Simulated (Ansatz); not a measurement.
Carrier doping in CaO

Consider CaO in the rock salt structure (space group Fm-3m, No. 225; a = 4.767 Å).

Carriers are added at fixed cell with a uniform background; the Fermi–Dirac width is that of 300 K.

Computed with Ansatz (an electronic-structure program), PBEsol, PAW, cutoff 420 eV, spin-orbit coupling left out.

Notes on the quantities. Fermi level from band edge: Fermi level relative to the doped band's edge (positive inside the band; to 0.05 eV).

| electron density (10^21 cm⁻³) | Fermi level from band edge (eV) |
|---|---|
| 0.5 | 0.15 |
| 1.5 | 0.35 |
| 3 | ? |
| 10 | 1.15 |

Problem. Fit E_F = C n^s, fitted as a line in log–log form (a parabolic band gives s = 2/3) to the rows shown and predict the withheld row.

Solution. Least squares on the printed values gives C = 0.25 eV, s = 0.67 (largest residual 0.03 eV); this predicts 0.52 eV, and the run gives 0.55 eV, in agreement.

Carriers are added with a uniform compensating background; total energy and stress of such cells depend on the potential's zero and are not compared; many-body gap narrowing is missing at this level. Whether these cells are dynamically stable was not tested.
